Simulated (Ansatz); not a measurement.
Take CdS in the zinc blende structure (space group F-43m, No. 216; a = 5.927 Å) as the base.

Calculations: PBE, PAW, 420 eV (Ansatz, a quantum-chemistry and plane-wave program; without spin-orbit coupling).

```json
[
 {"level": "PBE", "band gap": "1.04 eV", "lattice parameter a": "5.927 Å"}
]
```

Q: What does experiment give, and how far off is each level?

A: Measured: band gap 2.48 eV (0 K or low temperature; as listed in arXiv:1206.3780); lattice parameter a 5.832 Å (room temperature; as listed in arXiv:1206.3780). Computed minus measured — band gap: PBE -1.44 eV; lattice parameter a: PBE +1.6 %. Measured values not marked as corrected hold thermal and zero-point effects that the static-lattice runs lack. A measured gap can be an optical one, lowered by exciton binding. Levels without spin-orbit coupling miss its lowering of the gap, often about a third of the valence-band splitting.

Stability against distortions was not tested.
